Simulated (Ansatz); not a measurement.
Start from TaAs (space group I4_1md, No. 109; a = 3.463 Å, c = 11.735 Å).

(Cell as relaxed with PBE.)

Levels (all Ansatz, a first-principles code, PAW, earlier PAW set): PBE (420 eV, spin-orbit coupling left out); r2SCAN (500 eV, without spin-orbit coupling).

Each level relaxes its own structure.

```csv
base,PBE,r2SCAN
volume per atom,17.59 Å³,17.34 Å³
lattice parameter a,3.463 Å,3.442 Å
band gap,zero,zero
```

The change: a hydrostatic pressure of 0.9 GPa.

| quantity | PBE | r2SCAN |
|---|---|---|
| shortest interatomic distance | 2.617 Å | 2.605 Å |
| c/a ratio | 3.385 | 3.401 |

PBE's shortest interatomic distance lies 0.012 Å above r2SCAN's (0.5 %); PBE's c/a ratio lies 0.016 below r2SCAN's. Neither level is exact; r2SCAN is the comparison here, not a measurement.

With Ta present, leaving out spin-orbit coupling can change the band edges. Load acts through the strain it causes; cell and atoms are relaxed under it. Whether these cells are dynamically stable was not tested. The final runs are not spin-polarised. The zero or small gap of TaAs can change with the level of theory.
